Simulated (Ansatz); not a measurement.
Given:

```xyz
1
Lattice="3.2069 0.0000 0.0000 0.0000 3.2069 0.0000 1.6035 -1.6035 1.7175" Properties=species:S:1:pos:R:3 pbc="T T T"
Ta     0.0000     0.0000     0.0000
```

No spin polarisation.

Computed with r2SCAN/PAW in Ansatz (a quantum-chemistry and plane-wave program), scalar-relativistic without spin-orbit coupling. Settings: 28×28×28 k-points, 0.1 eV Fermi–Dirac smearing.

What band gap does the calculation give?

Zero.

Estimate the mean in-plane stress (compression positive).

+7.8 GPa.

The cells carry an imposed strain or load. Stability against distortions was not tested. The final runs are not spin-polarised. The cell was made from Ta in the bcc (W type) structure (space group Im-3m, No. 229) by this change: biaxial strain −3.00 %, plane normal [001], relaxed out of plane.
